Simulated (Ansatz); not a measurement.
# Computed paths: La-vacancy pair in rock-salt TiN, neutral cell

Defect migration in rock-salt TiN: La-vacancy pair (La on one host Ti site, one Ti site vacant), neutral cell. Level of theory: PBE, PAW (plane waves to 420 eV; Ansatz, a program for electronic structure).

Settings: 64 host sites, the relaxed PBE lattice, a 2×2×2 k-point mesh shifted by half a step, smearing 0.10 eV, spin-restricted, no image-charge correction. Energies are static. Spin-orbit coupling is left out. Forms of the defect that were not tried may lie lower.

Barriers: single points on a 4×4×4 k-point mesh shifted by half a step at the bands' geometries (they differ from the bands' own by up to 0.08 eV, and are uncertain by about as much).

```csv
Route,Start site over the lowest site run (eV),Hop (Å),Forward barrier (eV),Backward barrier (eV),Neighbours at the start,Neighbours at the saddle,Saddle order,"Forward, on the band's own sampling (eV)"
La and the vacancy change places (La-vacancy distance between ideal sites 3.00 Å throughout),0.00,2.57,2.02,2.02,"2 N at 2.24, 2 N at 2.30, 2 N at 2.39 Å","2 N at 2.10, 2 N at 2.60, 2 N at 2.60 Å","not checked, on a symmetry element",1.94
```

Paths come from CI-NEB runs.  A band can be held on a symmetry element, so unchecked saddle points there may be too high.
